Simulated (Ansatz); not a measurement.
The parent structure is Na2S in the anti-fluorite structure (space group Fm-3m, No. 225; a = 6.501 Å). Axes: x, y, z lie along the cube axes.

Now apply this change: biaxial strain −0.50 %, plane normal [001], relaxed out of plane (Cartesian); in-plane vectors clamped, the third vector and the atoms free.

Computed with Ansatz (an electronic-structure program) PBEsol, without spin-orbit coupling.

Question: Give the band edges at the high-symmetry points of the new zone, measured from its valence-band maximum.

Answer: 
| point | valence edge (eV) | conduction edge (eV) |
|---|---|---|
| Γ | 0.00 | 2.45 |
| X | -0.49 | 3.70 |
| P | -0.62 | 4.68 |
| N | -0.13 | 4.81 |
| M | -0.47 | 3.70 |
| S | -0.35 | 4.45 |
| S₀ | -0.35 | 4.45 |
| R | -0.62 | 4.70 |
| G | -0.62 | 4.70 |

The gap is 2.45 eV, direct at Γ.

No phonon test of stability was made. k-point labels follow each cell's own Brillouin zone.
